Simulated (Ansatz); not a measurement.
The parent structure is ZnGeP$_{2}$ in the chalcopyrite structure (space group I-42d, No. 122).

```cif
data_Ge2P4Zn2
_chemical_formula_sum 'Zn2 Ge2 P4'
_space_group_name_H-M_alt 'P 1'
_space_group_IT_number 1
_cell_length_a 6.67282
_cell_length_b 6.67282
_cell_length_c 6.67282
_cell_angle_alpha 131.325
_cell_angle_beta 131.325
_cell_angle_gamma 71.297
loop_
_space_group_symop_operation_xyz
  'x, y, z'
loop_
_atom_site_label
_atom_site_type_symbol
_atom_site_fract_x
_atom_site_fract_y
_atom_site_fract_z
_atom_site_occupancy
Zn1 Zn 0.00000 0.00000 0.00000 1
Zn2 Zn 0.75000 0.25000 0.50000 1
Ge1 Ge 0.50000 0.50000 0.00000 1
Ge2 Ge 0.25000 0.75000 0.50000 1
P1 P 0.87500 0.87162 0.49662 1
P2 P 0.12838 0.62500 0.00338 1
P3 P 0.37500 0.37838 0.50338 1
P4 P 0.62162 0.12500 0.99662 1
```

Computed with PBE (Ansatz, a first-principles code, PAW, no spin-orbit coupling).

Before the change:

| Item | Value |
|---|---|
| Pressure | 0.0 kbar |

Perturbation: every lattice vector is shortened by 0.75 %; the atoms relax in the strained cell.

Problem. What does the calculation give for the pressure and energy relative to the base after the change?

Solution. The pressure (mean of the normal stresses, compression positive) goes from zero to 17.7 kbar; the energy increases by 2.5 meV/atom.

Whether these cells are dynamically stable was not tested.
